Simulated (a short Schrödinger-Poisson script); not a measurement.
Solved with a short Schrödinger-Poisson script written for these runs: one-band effective-mass equation with BenDaniel-Duke matching, electrons, heavy and light holes apart, hard walls at the outer ends, one valence edge for both holes (no strain splitting), no charge, excitons, band mixing or non-parabolicity; under a field the levels are quasi-bound states of a box, listed while three quarters of their weight lies within 4 nm of the wells.

Stack: single In0.2Ga0.8N/GaN quantum well.

From the first side: 12 nm GaN; 4 nm In0.2Ga0.8N, built-in field 2500 kV/cm; 12 nm GaN.

The device is made up for the run: typed textbook-type constants, with dimensions and the other settings drawn at random. In0.2Ga0.8N: direct gap (eV) 2.666, conduction-band edge (eV) 0, electron mass (mₑ) 0.174, heavy-hole mass 1.7, light-hole mass 0.3. GaN: direct gap (eV) 3.43, conduction-band edge (eV) 0.535, electron mass (mₑ) 0.2, heavy-hole mass 1.9, light-hole mass 0.33.

The valence-band edge of each layer lies one gap below its conduction-band edge. The electron's potential energy rises along the stack by the applied field and, inside the well alone, by the built-in field (unscreened; none in the barriers). Mesh 0.03 nm at interfaces.

**Question.** Give the e1-hh1 transition at zero applied field (eV); the squared e1-hh1 overlap at zero applied field; the shift of e1-hh1 at 135 kV/cm (meV).

**Answer.** e1-hh1 transition at zero applied field (eV): 2.206; squared e1-hh1 overlap at zero applied field: 0.003; shift of e1-hh1 at 135 kV/cm (meV): -43.8. Excitons, screening of the built-in field, fields in the barriers and alloy fluctuations are left out, and strain enters only through the typed gaps and offsets, so measured lines lie elsewhere.
